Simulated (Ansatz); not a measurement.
The reference is HfO₂ in the fluorite structure (space group Fm-3m, No. 225; a = 5.058 Å).

The values are results of Kohn–Sham DFT with the r2SCAN functional, run in Ansatz (a quantum-chemistry and plane-wave program) with PAW and 500 eV plane waves, no SOC, not measurements.

Before the change:

| Item | Result |
|---|---|
| Lattice parameter a | 5.058 Å |
| Band gap | 4.30 eV |
| Width of the top valence band | 1.90 eV |

The change: a hydrostatic pressure of 30 GPa.

### Question
What happens to the lattice parameter a?

### Answer
The lattice parameter a decreases by 0.152 Å to 4.906 Å.

### Question
What happens to the band gap?

### Answer
The band gap increases by 0.24 eV, from 4.30 eV to 4.54 eV.

### Question
Predict the new width of the top valence band.

### Answer
The width of the top valence band goes up by 0.104 eV, from 1.90 eV to 2.01 eV.

Spin-orbit coupling, missing from the scalar runs, can matter with Hf. Load acts through the strain it causes; cell and atoms are relaxed under it. No phonon test of stability was made. No other phases were tried under pressure. This is not the structure that HfO2 has at room temperature and ambient pressure.
